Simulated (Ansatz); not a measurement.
Consider GaAs in the zinc blende structure (space group F-43m, No. 216; a = 5.659 Å). Axes: x, y, z lie along the cube axes.

Method: Ansatz (a program for electronic structure) PBEsol, scalar-relativistic without spin-orbit coupling.

Strains are applied to the cell and any free atomic positions relax.

One change was made to it. Results:

```csv
quantity,base,after
energy relative to the base (free energy F),0 meV/atom,+4.7 meV/atom
"valence-band top at Γ (three highest levels, from the VBM)","0.00, 0.00, 0.00 eV","0.00, 0.00, -0.14 eV"
```

**Question.** Which change produced these results?
A. uniaxial strain ε_zz = +0.50 %
B. uniaxial strain ε_zz = −0.50 %
C. uniaxial strain ε_zz = −1.00 %
D. uniaxial strain ε_zz = −3.00 %
E. uniaxial strain ε_zz = +2.50 %

**Answer.** E, uniaxial strain ε_zz = +2.50 %. For comparison, the energy relative to the base in the other runs: uniaxial strain ε_zz = +0.50 % gives +0.2 meV/atom; uniaxial strain ε_zz = −3.00 % gives +7.2 meV/atom; uniaxial strain ε_zz = −1.00 % gives +0.8 meV/atom; uniaxial strain ε_zz = −0.50 % gives +0.2 meV/atom.

The levels and masses belong to the bands next to the band gap. Stability against distortions was not tested.
